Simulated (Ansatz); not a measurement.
# Carrier properties of CuI under load (space group P6_3mc)

Consider the following.

```yaml
crystal:
  lattice:
    - [4.23612, 0.00000, 0.00000]
    - [-2.11806, 3.66859, 0.00000]
    - [0.00000, 0.00000, 6.83984]
  atoms:
    - { symbol: Cu, position: [0.66667, 0.33333, 0.87599] }
    - { symbol: Cu, position: [0.33333, 0.66667, 0.37599] }
    - { symbol: I, position: [0.66667, 0.33333, 0.49901] }
    - { symbol: I, position: [0.33333, 0.66667, 0.99901] }
```

The numbers are results of PBEsol with spin-orbit coupling, rigid bands (plane waves, PAW; Ansatz, a first-principles code), not measurements. Condition of this run: biaxial stress xx = yy = -1 GPa (compression positive) (the target of the relaxation). Geometry: cell and atoms relaxed with PBEsol, then loaded as said.

The band gap comes out as 1.04 eV and the electron conductivity mass (300 K, dilute) is 0.154 (x), 0.154 (y), 0.144 (z) mₑ. The hole conductivity mass (300 K, dilute) is 0.78 (x), 0.78 (y), 1.06 (z) mₑ and the effective density of states N_c (300 K) is 1.4e18 cm⁻³. The effective density of states N_v (300 K) comes out as 2.0e19 cm⁻³. The density-of-states mass, electrons comes out as 0.147 mₑ. The density-of-states mass, holes comes out as 0.86 mₑ and the Seebeck coefficient, n-type 1e19 cm⁻³, 300 K comes out as -90 μV/K. The Seebeck coefficient, p-type 1e19 cm⁻³, 300 K comes out as 306 μV/K and the best p-type power factor at 300 K for τ = 10 fs (best axis; densities from 1e16 to 1e21 cm⁻³ tried, whether or not they can be reached) is 6.2 μW/(cm·K²) at 1e20 cm⁻³.

Rigid bands; masses and Seebeck coefficients take one relaxation time τ for all states and one kind of carrier; polarons and phonon drag are left out.
